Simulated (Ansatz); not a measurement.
Consider TiC in the rock salt structure (space group Fm-3m, No. 225; relaxed with 0.1 eV smearing).

```xyz
2
Lattice="0.0000 2.1643 2.1643 2.1643 0.0000 2.1643 2.1643 2.1643 0.0000" Properties=species:S:1:pos:R:3 pbc="T T T"
C      0.0000     0.0000     0.0000
Ti     2.1643     2.1643     2.1643
```

Method: Kohn–Sham DFT with the r2SCAN functional, run in Ansatz (an electronic-structure program) with PAW and 500 eV plane waves, no spin-orbit coupling, earlier PAW set.

Before the change:

| Quantity | Result |
|---|---|
| Pressure | 0.0 GPa |
| Band gap | zero |

The change: the cell is scaled by 1.0416 in all directions, atoms relaxed at fixed cell.

Task: What does the calculation give for the pressure, energy relative to the base and band gap after the change?

Result: The pressure goes from zero to -25.1 GPa; the energy goes up by 114 meV/atom; the band gap is still zero.

The cells carry an imposed strain or load. No phonon test of stability was made. The final runs are not spin-polarised.
